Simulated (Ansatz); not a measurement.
**Si (model structure, started from the lonsdaleite type, P6₃/mmc, No. 194, 4 atoms in the cell)**

Level of theory: r²SCAN+rVV10 (PAW; Ansatz, a program for electronic structure).

Numerical settings: plane-wave cutoff 560 eV, 18×18×10 k mesh (along the axes of the cell as run), Fermi–Dirac smearing 0.05 eV, scalar-relativistic PAW data made under PBE.

Cell (relaxed at this level):

```
CELL_PARAMETERS angstrom
      3.82537     0.00000     0.00000
     -1.91269     3.31287     0.00000
      0.00000     0.00000     6.33383
ATOMIC_POSITIONS crystal
  Si 0.33333 0.66667 0.06313
  Si 0.66667 0.33333 0.56313
  Si 0.66667 0.33333 0.93687
  Si 0.33333 0.66667 0.43687
```

- band gap = 0.56 eV (indirect)
- smallest direct gap on the k points sampled = 1.36 eV

Note: the relaxation could raise the start's symmetry but not lower it, so the cell can be a saddle point.

Static lattice: no zero-point or thermal effects.

It cost roughly 80 core-seconds of CPU time.

A model structure was made by putting elements into a prototype or built by hand; it is no filed structure, need not be a known phase, and can be a saddle point held by its symmetry.
